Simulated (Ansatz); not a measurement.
## MgO in the rock salt structure (space group Fm-3m, No. 225)

```yaml
crystal:
  lattice:
    - [0.00000, 2.10219, 2.10219]
    - [2.10219, 0.00000, 2.10219]
    - [2.10219, 2.10219, 0.00000]
  atoms:
    - { symbol: O, position: [0.00000, 0.00000, 0.00000] }
    - { symbol: Mg, position: [0.50000, 0.50000, 0.50000] }
```

Calculations: r2SCAN, PAW, 500 eV (Ansatz, a first-principles code; without spin-orbit coupling). k-mesh 13×13×13 (Γ-centred); smearing 0.05 eV (Fermi–Dirac).

- Volume per atom: 9.29 Å³
- Density: 3.60 g/cm³
- Band gap: 5.68 eV, direct at Γ
- Electron mass: 0.36 mₑ
- Hole mass (degenerate bands, along [100]): 0.42, 2.1, 2.1 mₑ
- Lowest conduction-band minima above the VBM: Γ 5.68 eV
- Total energy: -1249.167 eV/atom (σ→0; compares only within this code and set-up)

Effective masses come from finite differences of ±0.01 Å⁻¹. Stability against distortions was not tested.
